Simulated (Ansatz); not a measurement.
A hypothetical phase is included: elements placed on a structure type, which no database files for this compound.

By PBEsol, the system below comes out a metal.

A figure of merit of an interconnect metal is its ballistic conductance per area.

Given:

```yaml
crystal:
  lattice:
    - [4.26696, 0.00000, 0.00000]
    - [0.00000, 6.03440, 0.00000]
    - [2.13348, 3.01720, 2.13348]
  atoms:
    - { symbol: Ta, position: [0.50000, 0.75000, 0.00000] }
    - { symbol: Ta, position: [0.00000, 0.50000, 0.00000] }
```

The cell was relaxed by PBE-D3(BJ); by PBEsol it stands under a pressure of -1.1 GPa.

The current flows along the normal of the first two printed cell vectors, the (110) plane of the conventional cell. No spin-orbit coupling; the value is a mean over 0.1 eV about the Fermi level.

Task: Estimate the ballistic conductance per area that PBEsol run with Ansatz (a program for electronic structure) returns for this system.

Result: 0.95 × 10¹⁵ S/m² for both spins.
